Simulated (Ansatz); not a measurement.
Take KTaO3 in the cubic perovskite structure (space group Pm-3m, No. 221; a = 4.024 Å) as the base.

Modification: cell and atoms relaxed at a pressure of 4.2 GPa.

Levels (all Ansatz, a program for electronic structure, PAW): PBE (420 eV, without spin-orbit coupling); r2SCAN (500 eV, no spin-orbit coupling).

The geometry is relaxed with PBE.

| Item | Value |
|---|---|
| PBE pressure | 4.20 GPa |
| PBE lowest conduction level above the VBM at special points | Γ 2.21 eV; X 2.36 eV; M 5.05 eV; R 6.46 eV |
| PBE width of the top valence band | 1.06 eV |

Q: How does going to r2SCAN change the pressure, lowest conduction level above the VBM at special points and width of the top valence band?

A: The pressure shrinks by 5.10 GPa to -0.90 GPa; the lowest conduction level above the VBM at special points becomes Γ 2.61 eV; X 2.76 eV; M 5.45 eV; R 6.88 eV (PBE: Γ 2.21 eV; X 2.36 eV; M 5.05 eV; R 6.46 eV); the width of the top valence band increases by 0.03 eV, from 1.06 eV to 1.09 eV.

Single points use the geometry relaxed with PBE. Their cutoffs differ, which shifts pressures a little. With Ta present, leaving out spin-orbit coupling can change the band edges. The levels and masses belong to the bands next to the band gap. Load acts through the strain it causes; cell and atoms are relaxed under it. Stability against distortions was not tested.
